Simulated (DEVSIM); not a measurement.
Device: abrupt CdTe n-p junction, at 300 K.

Layer 1 from the left is CdTe, thickness (μm) 58.0, Nd (cm⁻³) 1.2e17, τn (s) 6.4e-9, τp (s) 6.4e-9. Layer 2 from the left is CdTe, thickness (μm) 0.610, Na (cm⁻³) 1.7e17, τn (s) 6.4e-9, τp (s) 6.4e-9.

Left contact: ohmic. Right contact: ohmic. Voltage is applied to the left contact. Recombination: SRH at mid-gap. Mobility is μmin + (μ − μmin)/(1 + (N/Nref)^α).

This is a model device: material constants are rounded textbook-type values typed into the input, and sizes, dopings and lifetimes were drawn at random. Values at 300 K.

CdTe: gap (eV) 1.5, affinity (eV) 4.28, permittivity 10.2, Nc (cm⁻³) 8e17, Nv (cm⁻³) 1.8e19, μn (cm²/Vs) 1000, μp (cm²/Vs) 80, μn,min 100, μp,min 10, Nref,n 1e17, Nref,p 1e17, αn 0.6, αp 0.6.

Model (solved in DEVSIM): 1D drift-diffusion, Boltzmann statistics, complete ionisation; no tunnelling, impact ionisation, image-force lowering or self-heating.

Dark forward current:

| |V| (V) | |J| (A/cm²) |
|---|---|
| 0.05 | 1.104e-11 |
| 0.10 | 3.830e-11 |
| 0.15 | 1.105e-10 |
| 0.20 | 3.045e-10 |
| 0.25 | 8.275e-10 |
| 0.30 | 2.240e-9 |
| 0.35 | 6.060e-9 |
| 0.40 | 1.641e-8 |
| 0.45 | 4.451e-8 |
| 0.50 | 1.210e-7 |
| 0.55 | 3.298e-7 |
| 0.60 | 9.022e-7 |
| 0.65 | 2.483e-6 |
| 0.70 | 6.902e-6 |
| 0.75 | 1.957e-5 |
| 0.80 | 5.780e-5 |
| 0.85 | 0.0001850 |
| 0.90 | 0.0006815 |
| 0.95 | 0.003031 |
| 1.00 | 0.01616 |
| 1.05 | 0.09759 |
| 1.10 | 0.6251 |
| 1.15 | 3.891 |
| 1.20 | 18.90 |
| 1.25 | 56.21 |
| 1.30 | 111.7 |

Question: Work out the local ideality factor n = ΔV / (kT/q · ln(J2/J1)) between the rows 0.15 and 0.20 V, 1.05 and 1.10 V, 1.25 and 1.30 V.

Answer: kT/q = 25.85 mV. From 0.15 to 0.20 V: ln(3.045e-10/1.105e-10) = 1.014, n = 1.91, near the 2 of recombination in the depletion region. From 1.05 to 1.10 V: ln(0.6251/0.09759) = 1.857, n = 1.04, near the 1 of diffusion or emission over a barrier. From 1.25 to 1.30 V: ln(111.7/56.21) = 0.687, n = 2.82; the layers' resistance at their doping, Σ W/(qμN) = 0.00063 Ω cm², would take 35 mV of this step of 50 mV.

Question: Estimate the current at 1.10 V from the Shockley equation with J0 = Σ q ni² D/(N L) coth(W/L), τ joining the SRH, radiative and Auger lifetimes that are on, and W taken as the whole layer.

Answer: ni² = 9.07e11 cm⁻⁶; holes in the n layer: μ = 43.1 cm²/Vs, D = 1.11 cm²/s, τ = 6.40e-9 s, L = 0.844 μm, W/L = 69, term 1.60e-20 A/cm²; electrons in the p layer: μ = 479 cm²/Vs, D = 12.4 cm²/s, τ = 6.40e-9 s, L = 2.81 μm, W/L = 0.22, term 1.76e-19 A/cm². J0 = 1.92e-19 A/cm², and J = J0 exp(qV/kT) = 0.581 A/cm². The simulation gives 0.625 A/cm²; the estimate lies 7.0 % below. The estimate leaves out recombination in the depletion region and that region's share of W.
